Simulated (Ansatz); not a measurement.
Take Al2Cu (space group I4/mcm, No. 140; a = 6.059 Å, c = 4.874 Å) as the base.

Level of theory: PBE (Ansatz, a first-principles code), scalar-relativistic without spin-orbit coupling, earlier PAW set.

Base values:

- Volume per atom = 14.91 Å³
- c/a ratio = 0.804

It is then changed as follows: B takes the place of Al on all its sites, then cell and atoms are relaxed.

Problem. Estimate the effect on the volume per atom and c/a ratio.

Solution. The volume per atom drops by 5.95 Å³ to 8.96 Å³; the c/a ratio increases by 0.146 (0.804 → 0.950).

Stability against distortions was not tested. As relaxed here, CuB2 is a hypothetical phase, not in the database extracts checked. The final runs are not spin-polarised.
